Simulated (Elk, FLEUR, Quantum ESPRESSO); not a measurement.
Code comparison for TbRu3 (Pm-3m, 4 atoms in the cell)

Self-consistent single point, at a second geometry (lattice scaled by 0.98). First geometry:

```
CELL_PARAMETERS angstrom
      4.05756     0.00000     0.00000
      0.00000     4.05756     0.00000
      0.00000     0.00000     4.05756
ATOMIC_POSITIONS crystal
  Tb 0.00000 0.00000 0.00000
  Ru 0.00000 0.50000 0.50000
  Ru 0.50000 0.00000 0.50000
  Ru 0.50000 0.50000 0.00000
```
Moments meant for the start (each program seeds them in its own way; μB, in the order of the atoms Tb Ru Ru Ru): 6.0 0.0 0.0 0.0.

Shared settings, as Quantum ESPRESSO writes them: occupations = smearing; smearing = gaussian; degauss = 0.0099958 Ry; nspin = 2; K_POINTS = automatic 7 7 7 0 0 0. Potentials and cutoffs stand in the table.

```csv
code,model,size of the net moment (μB/atom),cutoff
Quantum ESPRESSO,"LDA (PZ), SSSP 1.1.2 efficiency (PBE) pseudopotentials",1.59,60 Ry
Elk,"LDA (PW92), all-electron FP-LAPW, Elk's shipped species files, default APW+lo basis",1.59,default
FLEUR,"LDA (Perdew-Zunger), all-electron FLAPW (FLEUR), scalar-relativistic valence",1.59,Kmax 4 1/bohr
```

On Quantum ESPRESSO's run: spin-orbit coupling is off. With one magnetic atom in the cell only a parallel order is possible. With U or open f shells several self-consistent states can exist. The f electrons are in the valence without U or exact exchange, which can misplace them near the Fermi level. Spin-orbit terms, which matter for f shells, are left out.

The spread over the programs that give each value: size of the net moment within 0.00 μB/atom.

Elk and FLEUR treat all electrons, but the usual bases taken here (sphere radii, linearisation, local orbitals, empty states) were not tested for convergence, so the values are no reference for the others. The same LDA comes in different parametrisations, which differ slightly.

The starting cell comes from a database of computed structures (which also holds hypothetical and non-ambient phases and stackings), without a prior relaxation at this level. For this run, on top of that: lattice scaled by 0.98.

Left out of this page: Ansatz (with a known weakness of the program).
